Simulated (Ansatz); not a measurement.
The starting structures come from a database of crystals and need not be the phases stable at ambient conditions.

 Where the default PAW files enter, the runs use the earlier of Ansatz's two default sets.

By LDA, the system below comes out a metal.

Without scattering a metal conducts by its projected Fermi surface.

Consider the following.

```yaml
crystal:
  lattice:
    - [2.65853, 0.00000, 0.00000]
    - [-1.32926, 3.35362, 0.00000]
    - [1.32926, 0.00000, 3.35362]
  atoms:
    - { symbol: Si, position: [0.25000, 0.50000, 0.50000] }
    - { symbol: Si, position: [0.50000, 0.00000, 0.00000] }
```

Space group of this cell: I4_1/amd. The cell is taken as given; by LDA its mean pressure is -0.8 GPa.

The current flows along the normal of the first two printed cell vectors, the (110) plane of the conventional cell. No spin-orbit coupling; the value is a mean over 0.1 eV about the Fermi level.

**Question.** Give the ballistic conductance per area that Ansatz (a quantum-chemistry and plane-wave program) with LDA yields.

**Answer.** 1.2 × 10¹⁵ S/m² for both spins.
